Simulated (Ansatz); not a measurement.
An Ansatz (a program for electronic structure) input (LDA (Ansatz), no spin-orbit coupling):

Ansatz 0.2 input:
```yaml
crystal:
  lattice:
    - [0, 2.6881368156, 2.6881368156]
    - [2.6881368156, 0, 2.6881368156]
    - [2.6881368156, 2.6881368156, 0]
  atoms:
    - { symbol: Zn, position: [0, 0, 0] }
    - { symbol: S, position: [0.75, 0.75, 0.75] }
basis: { ecutwfc: 420, ecutrho_ratio: 4, xc_grid: 2, fft_grid_basis: typed }
kpoints: { mp_grid: { grid: [11, 11, 11] } }
hamiltonian:
  xc: lda
  dispersion: none
  pseudopotentials: { kind: paw }
scf: { occupations: { method: fermi_dirac, width: 0.05 }, convergence: { dr2_threshold: 0.0000000002 } }
relax: { f_tol: 0.005, max_steps: 50 }
output: { forces: true, stress: true }
checkpoint: { write: state.ck, write_every: 1000 }
```

Q: Which symmetry and how many k-points will the program report, and about how many plane waves at Γ?

A: Space group F-43m (ITA 216) with 24 operations, k-points 56 of 1331, and 749 plane waves at Γ.

Q: And the final pressure?

A: -3.50 GPa (compression positive).

The cells carry an imposed strain or load. Whether these cells are dynamically stable was not tested. The cell was made from ZnS in the zinc blende structure (space group F-43m, No. 216) by this change: isotropic strain +1.50 %.
